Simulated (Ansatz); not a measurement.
Output of an Ansatz run (abridged):

```
WARN ansatz: RAYON_NUM_THREADS=1 ignored (pool sized by the plan → 1); use --threads N
Pseudopotentials: kind: paw
Pseudopotential: Na, paw, valence charge 9
Pseudopotential: Tl, paw, valence charge 13
Crystal: 4 atoms, lattice volume = 105.517 Å³
Basis set: ecut = 420 eV, 2085 PW (Γ)
Bands: 27, of which v1, the nominal top of the filled ones, is band 22 counted from 1 (21 counted from 0)
Symmetry: 6 space group operations
Space group: R3m (ITA 160), of the structure as read, at distance tolerance 4.7e-5 Å
k-points: 65 of 512 (time reversal used)
PAW frozen core: Na, regenerated for the run's functional, and the local potential with it
PAW frozen core: Tl, regenerated for the run's functional, and the local potential with it
Initial density: superposition of atomic densities (neutral atoms: chi_scale 0, normalization atom), corrected by the library's trained network
Initial wavefunctions: pseudopotential atomic-orbital guess
Eigensolver: davidson
Functional: x = slater, c = lda
SCF iter   1: F=—  HF=-25227.049628 eV  |F-HF|=—  |Δ(HF+E_count)|=         —  Δρ=5.90e-3  dr2=2.01e-2  ethr=1.77e-3  ⟨swp⟩=5.6  Hψ=7143  notcnv=0
all-band conjugate gradients solve this SCF's bands
preconditioner: auto → Kerker (q_TF=auto, 2.358 Å⁻¹)
SCF iter   2: F=—  HF=-25227.035068 eV  |F-HF|=—  |Δ(HF+E_count)|=   1.46e-2  Δρ=1.87e-3  dr2=3.03e-3  ethr=4.57e-5  ⟨swp⟩=2.8  Hψ=3563  notcnv=0
SCF iter   3: F=—  HF=-25227.034296 eV  |F-HF|=—  |Δ(HF+E_count)|=   7.72e-4  Δρ=4.86e-4  dr2=5.03e-4  ethr=6.90e-6  ⟨swp⟩=2.9  Hψ=3619  notcnv=0
SCF iter   4: F=—  HF=-25227.034256 eV  |F-HF|=—  |Δ(HF+E_count)|=   3.91e-5  Δρ=1.36e-4  dr2=5.33e-5  ethr=1.14e-6  ⟨swp⟩=2.2  Hψ=2026  notcnv=0
SCF iter   5: F=—  HF=-25227.034236 eV  |F-HF|=—  |Δ(HF+E_count)|=   2.07e-5  Δρ=4.39e-5  dr2=2.76e-6  ethr=1.21e-7  ⟨swp⟩=2.0  Hψ=1989  notcnv=0
SCF iter   6: F=—  HF=-25227.034235 eV  |F-HF|=—  |Δ(HF+E_count)|=   7.75e-7  Δρ=1.97e-5  dr2=2.55e-7  ethr=6.28e-9  ⟨swp⟩=2.0  Hψ=3036  notcnv=0
SCF iter   7: F=-25227.034235 eV  HF=-25227.034235 eV  |F-HF|=3.85e-9  |Δ(HF+E_count)|=   1.03e-7  Δρ=3.66e-6  dr2=1.40e-8  ethr=2.27e-10  ⟨swp⟩=6.1  Hψ=6614  notcnv=0
SCF 1 converged in 7 iterations: F = -25227.034235 eV  dr2 = 1.40e-8
SCF converged after 7 iterations
Free energy (F): -25227.034235 eV
Harris-Foulkes:  -25227.034235 eV  (|F-HF|=3.85e-9)
Internal energy: -25227.024999 eV  (E = F + TS)
E sigma→0 (E₀):  -25227.029617 eV
Entropy (-TS):   -0.009236 eV (-2.309 meV/atom)
Fermi energy:    7.274306 eV
--- Per-component energies (eV) ---
  E_band       = -453.074224
  E_kinetic    = 909.520483
  E_local      = -4413.372653  (includes V_loc(G=0)·N_el)
  E_nonlocal   = 875.211212
  E_hartree    = 1596.754380
  E_xc         = -533.213339
  E_vxc        = -384.507657  (∫ρ·V_xc dr)
  E_paw        = -20227.200430  (= ΣΔE_a)
  E_vpaw       = -633.431488  (= ΣTr[D̂ρ^β])
  E_aug_tail   = 0.000037  (compensation charges beyond the density's cutoff)
  E_ewald      = -3434.723347
  E_core_change = -0.001342  (= ΣΔE_core)
  E_smearing   = -0.009236  (= −TS)
  E_closure    = -0.000000  (closes the sum)
  Σ components = -25227.034235   (vs F -25227.034235, Δ=0.00e0)
--- Forces (eV/Å), atoms counted from 1 ---
  atom   1  Na    -0.03595812    -0.03595812    -0.03595812
  atom   2  Na     0.01573064     0.01573064     0.01573064
  atom   3  Tl     0.00161480     0.00161480     0.00161480
  atom   4  Tl     0.01861183     0.01861183     0.01861183
  max |Σ_I F_I| component: 8.50e-7 eV/Å
--- Stress (GPa, compression-positive) ---
       -1.658690       0.010760       0.010760
        0.010760      -1.658690       0.010760
        0.010760       0.010760      -1.658690
  P = ⅓ Tr σ = -1.6587 GPa (-16.587 kbar)
  The stress holds the Pulay correction. Without it, at fixed plane waves, as pw.x and ABINIT print it: P = -1.6792 GPa
--- Band table (eV; the first three rows and the last of 65) ---
  k-point 0: bands = ["-45.1928", "-45.1836", "-17.7267", "-17.7187", "-17.7187", "-17.6834", "-17.6834", "-17.6812", "-4.5273", "-4.5273", "-4.5260", "-4.4920", "-4.4920", "-4.1398", "-4.1398", "-4.1377", "-4.0809", "-4.0809", "-1.6565", "4.2972", [...]
  k-point 1: bands = ["-45.1925", "-45.1839", "-17.7272", "-17.7194", "-17.7189", "-17.6835", "-17.6828", "-17.6806", "-4.5451", "-4.5441", "-4.5266", "-4.4677", "-4.4677", "-4.1512", "-4.1502", "-4.1474", "-4.0723", "-4.0717", "-1.5363", "3.9312", [...]
  k-point 2: bands = ["-45.1919", "-45.1845", "-17.7285", "-17.7210", "-17.7195", "-17.6838", "-17.6812", "-17.6792", "-4.5618", "-4.5606", "-4.5253", "-4.4383", "-4.4380", "-4.1683", "-4.1669", "-4.1656", "-4.0609", "-4.0596", "-1.1910", "3.0518", [...]
  k-point 64: bands = ["-45.1900", "-45.1864", "-17.7259", "-17.7240", "-17.7240", "-17.6836", "-17.6783", "-17.6783", "-4.5680", "-4.5680", "-4.5203", "-4.4219", "-4.4219", "-4.1973", "-4.1701", "-4.1701", "-4.0551", "-4.0551", "-0.3870", "1.6086", [...]
```

The structure:

```
CELL_PARAMETERS angstrom
      0.00000     3.75057     3.75057
      3.75057     0.00000     3.75057
      3.75057     3.75057     0.00000
ATOMIC_POSITIONS crystal
  Na 0.50385 0.50385 0.50385
  Na 0.75000 0.75000 0.75000
  Tl 0.00000 0.00000 0.00000
  Tl 0.25000 0.25000 0.25000
```

Write an input that gives this output.

Other spellings and defaults could give the same log, and not every line can be read from it. The input that was run (DFT, LDA (PW92), plane waves, default PAW files made with PBE):

Ansatz 0.2 input:
```yaml
# NaTl
crystal:
  lattice:
    - [0.000000, 3.750568, 3.750568]
    - [3.750568, 0.000000, 3.750568]
    - [3.750568, 3.750568, 0.000000]
  atoms:
    - { symbol: Na, position_ang: [3.779432, 3.779432, 3.779432] }
    - { symbol: Na, position_ang: [5.625852, 5.625852, 5.625852] }
    - { symbol: Tl, position_ang: [0.000000, 0.000000, 0.000000] }
    - { symbol: Tl, position_ang: [1.875284, 1.875284, 1.875284] }
basis:
  ecutwfc: 420.0
kpoints:
  mp_grid: { grid: [8, 8, 8] }
hamiltonian:
  xc: lda
  pseudopotentials: { kind: paw }
scf:
  occupations: { method: gaussian, width: 0.1 }
output:
  forces: true
  eigenvalues: true
  stress: true
```

The starting cell comes from a database of computed structures (which also holds hypothetical and non-ambient phases and stackings), without a prior relaxation at this level. Its lattice was rescaled by up to half a per cent. One atom was moved a little off its site on purpose. Spin-orbit coupling is off. Ansatz's pressure includes its estimate of the finite-basis (Pulay) stress.

Ansatz is a first-principles code.
